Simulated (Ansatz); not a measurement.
A free linear chain of Ru atoms, relaxed period 4.403 Å, atoms relaxed at each strain.

| strain | energy (meV a period) | axial force (nN) |
|---|---|---|
| -0.015 | +21.7 | -1.08 |
| +0.015 | +19.7 | +0.92 |

These are PBE (plane waves to 420 eV, PAW; Ansatz, a quantum-chemistry and plane-wave program) values and carry that method's errors. Mesh 1×1×66. Collinear spin, started with parallel moments, and moments remain. Isolated but for its images some 11 Å away. A hypothetical model. It keeps the symmetry and period of its start, so it need not be a minimum against all distortions. Pairing along the axis, which can open a gap, is among the distortions not tried. No Hubbard term is applied. Fermi–Dirac width 0.02 eV. Buckling under compression is shut out by symmetry and the short period. Energies are free energies at a Fermi–Dirac width of 0.02 eV, from the unstrained cell.

Work out the axial stiffness dF/dε in two ways.

From the forces: (+0.92 − (-1.08))/0.030 = 66.7 nN. From the energies: (E₊ + E₋)/(ε² c) = 0.0414 eV/(0.015² × 4.403 Å) = 41.79 eV/Å = 67.0 nN. The two agree to within 1 %.
